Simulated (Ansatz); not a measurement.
## WC: isotropic strain +2.00 %

Start from WC (space group P-6m2, No. 187; a = 2.913 Å, c = 2.835 Å; relaxed with 0.1 eV smearing).

Modification: every lattice vector is stretched by 2.00 %; the atoms relax in the strained cell.

The values are results of r2SCAN/PAW in Ansatz (a quantum-chemistry and plane-wave program), no SOC, not measurements. Settings: 23×23×20 k-points, 0.1 eV Fermi–Dirac smearing.

```tsv
quantity	base	changed	shift
volume per atom	10.42 Å³	11.05 Å³	+0.638 Å³
shortest interatomic distance	2.199 Å	2.243 Å	+0.044 Å
energy relative to the base (free energy F)	0 meV/atom	+44 meV/atom	+44 meV/atom
pressure (mean of the normal stresses, compression positive)	0.0 GPa	-21.2 GPa	-21.2 GPa
band gap	zero	zero	–
```

Final structure:

```
WC
1.0
    2.97093     0.00000     0.00000
   -1.48547     2.57290     0.00000
    0.00000     0.00000     2.89206
W C
1 1
Cartesian
  0.00000   0.00000   0.00000
  0.00000   1.71527   1.44603
```

Whether these cells are dynamically stable was not tested. The final runs are not spin-polarised.
